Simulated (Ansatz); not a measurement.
Given:

```xyz
2
Lattice="4.2277 0.0000 0.0000 2.1138 3.6613 0.0000 2.1138 -1.2204 1.7200" Properties=species:S:1:pos:R:3 pbc="T T T"
Al     0.0000     0.0000     0.0000
Ru     2.1138     1.2204     0.8600
```

No spin polarisation.

Method: Ansatz (a program for electronic structure) r2SCAN, without spin-orbit coupling. k-mesh 19×19×19 (Γ-centred); smearing 0.1 eV (Fermi–Dirac).

Q: Estimate the band gap.

A: Zero.

Q: What is the computed pressure (mean of the normal stresses, compression positive)?

A: -0.6 GPa.

The cells carry an imposed strain or load. No phonon test of stability was made. The final runs are not spin-polarised. The cell was made from AlRu in the CsCl type structure (space group Pm-3m, No. 221) by this change: biaxial strain +0.21 %, plane normal [111], relaxed out of plane.
